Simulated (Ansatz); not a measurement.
BBi (model structure, started from the wurtzite type, P6₃mc, No. 186, 4 atoms in the cell), treated with G0W0@HSE06 in Ansatz (plane waves, hard PAW, contour deformation, complete-basis limit).

Settings: largest k mesh 6×6×2 (not extrapolated in the mesh).

Cell (relaxed with PBEsol):

```cif
data_B2Bi2
_chemical_formula_sum 'B2 Bi2'
_space_group_name_H-M_alt 'P63mc'
_space_group_IT_number 186
_space_group_name_Hall 'P 6c -2c'
_cell_length_a 3.84797
_cell_length_b 3.84797
_cell_length_c 6.31044
_cell_angle_alpha 90.000
_cell_angle_beta 90.000
_cell_angle_gamma 120.000
loop_
_atom_site_label
_atom_site_type_symbol
_atom_site_symmetry_multiplicity
_atom_site_Wyckoff_symbol
_atom_site_fract_x
_atom_site_fract_y
_atom_site_fract_z
_atom_site_occupancy
B1 B 2 b 0.66667 0.33333 0.00026 1
Bi1 Bi 2 b 0.33333 0.66667 0.12494 1
```

### Question
Estimate the band gap that the calculation returns.

### Answer

- band gap = 0.68 eV

Note: filled d or f shells below the valence bands can shift G0W0 gaps through exchange with them, which wasn't tested here; GW on a hybrid start was not checked against another program; the relaxation could raise the start's symmetry but not lower it, so the cell can be a saddle point; the gap holds a correction of +0.02 eV to the complete basis.

Spin–orbit coupling is not included; with these elements it can move the gap by several tenths of an eV or more.

The computed numbers hold no vibrational or temperature effects.

Cost on a shared machine: very roughly 8 core-hours.

A model structure was made by putting elements into a prototype or built by hand; it is no filed structure, need not be a known phase, and can be a saddle point held by its symmetry.

Ansatz is a program for electronic structure.
